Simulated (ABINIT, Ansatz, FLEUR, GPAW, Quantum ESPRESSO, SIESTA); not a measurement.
## One structure in several programs: Zr4CuNi (I422, 6 atoms in the cell)

Self-consistent single point.

```
CELL_PARAMETERS angstrom
     -3.29512     3.29512     2.60385
      3.29512    -3.29512     2.60385
      3.29512     3.29512    -2.60385
ATOMIC_POSITIONS crystal
  Zr 0.41119 0.91119 0.82238
  Zr 0.91119 0.08881 0.50000
  Zr 0.08881 0.58881 0.17762
  Zr 0.58881 0.41119 0.50000
  Cu 0.50000 0.50000 0.00000
  Ni 0.00000 0.00000 0.00000
```

All programs got the same cell, k-point mesh and kind of occupations (in Ansatz's words: kpoints.mp_grid.grid = 5 5 5; scf.occupations.method = gaussian; scf.occupations.width = 0.136 eV); potentials, basis and cutoffs are each program's usual ones.

| code | model | pressure (GPa) | largest force (eV/Å) | k-points | cutoff |
|---|---|---|---|---|---|
| SIESTA | GGA PBEsol, numerical atomic orbitals DZP, PseudoDojo PBEsol standard norm-conserving potentials (rewritten from UPF to PSML) | -7.63 | 0.075 | 63 | grid 400 Ry |
| ABINIT | PBEsol, PAW (JTH v2.0 PBE PAW, files made for PBE) | -6.32 | 0.038 | 18 | 60 Ry |
| Ansatz | PBEsol, PAW files made with PBE | -5.09 | 0.043 | 18 | 420 eV |
| FLEUR | PBEsol, all-electron FLAPW (FLEUR), scalar-relativistic valence | – | 0.041 | 18 | Kmax 4.5 1/bohr |
| Quantum ESPRESSO | PBEsol, SSSP 1.1.2 efficiency (PBE) pseudopotentials | -5.24 | 0.045 | 18 | 50 Ry |
| GPAW | PBEsol, GPAW PAW datasets PBEsol (made by gpaw-setup) | -5.12 | 0.037 | 18 | 850 eV |

A dash marks a value that a program does not give, or that is left out as unsure.

The spread over the programs that give each value: pressure within 2.54 GPa; largest force within 0.038 eV/Å.

The starting cell comes from a database of computed structures (which also holds hypothetical and non-ambient phases and stackings), without a prior relaxation at this level. On Ansatz's run: Spin polarisation is off. In the base run, with a pressure of about -5 GPa the cell is away from its equilibrium volume at this level.

### Question
Why do the programs differ, and what cannot be compared?

### Answer
Differences of this kind can come from the potentials, where these differ, and from what each basis and cutoff leave unconverged. The valence holds different numbers of electrons (SIESTA 85, ABINIT 85, Ansatz (a first-principles code) 85, FLEUR 75, Quantum ESPRESSO 85, GPAW 75). The zero of total energies and Fermi levels follows the potentials and each program's conventions, so they are not compared here. SIESTA uses small atom-centred bases, whose incompleteness enters pressures, forces and empty levels differently from a plane-wave cutoff. FLEUR treats all electrons, but the usual bases taken here (sphere radii, linearisation, local orbitals, empty states) were not tested for convergence, so the values are no reference for the others. Ansatz's pressure is given at a fixed set of plane waves, as the other plane-wave codes print theirs. The programs reduce the same mesh by symmetry to different extents, which changes the work and not the result. In the pressure, SIESTA (by 2.45) and ABINIT (by 1.14) lie more than 1 GPa from the median of the plane-wave programs. In the force vectors, SIESTA (by 0.115) lies more than 0.08 eV/Å from the median of the plane-wave programs.

Left out of this page: Elk (not drawn, or without a comparable value).

Keys are those of Ansatz 0.2.
